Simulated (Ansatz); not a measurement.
The reference is Sn in the diamond structure (space group Fd-3m, No. 227; a = 6.474 Å; relaxed with 0.1 eV smearing). Axes: x, y, z lie along the cube axes.

Computed with Ansatz (an electronic-structure program) LDA, no spin-orbit coupling.

Base values:

The shortest interatomic distance is 2.804 Å, the pressure is 0.0 GPa and the band gap is zero.

One thing is altered: the cell is stretched by 0.50 % along z with no lateral relaxation, atoms relaxed at fixed cell.

Problem. What happens to the shortest interatomic distance, pressure, energy relative to the base and band gap?

Solution. The shortest interatomic distance increases by 0.0047 Å (2.804 Å → 2.808 Å); the pressure (mean of the normal stresses, compression positive) goes from zero to -0.2 GPa; the energy hardly moves; the band gap remains zero.

The cells carry an imposed strain or load. Stability against distortions was not tested.
